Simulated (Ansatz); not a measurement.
We consider CoSn (P6/mmm, No. 191), described by LDA (Ansatz, a quantum-chemistry and plane-wave program, PAW).

Numerical settings: plane-wave cutoff 520 eV, 12×12×16 k mesh (along the axes of the cell as run), Fermi–Dirac smearing 0.043 eV (set by the program), no spin polarisation, scalar-relativistic PAW data made under PBE.

Computed at the level's own relaxed cell.

Task: Estimate the Voigt–Reuss–Hill bulk modulus, Voigt–Reuss–Hill shear modulus (Hill average), Young modulus and Poisson ratio that the calculation returns.

Result: 
- Voigt–Reuss–Hill bulk modulus: 157 GPa
- Voigt–Reuss–Hill shear modulus (Hill average): 85.5 GPa
- Young modulus: 217 GPa
- Poisson ratio: 0.270

Note: the volume lies 7 % below that of the published cell.

Elastic constants are with the ions relaxed.

Spin–orbit coupling is not included.

Computed values are for the static lattice.

The result took roughly 90 core-minutes.
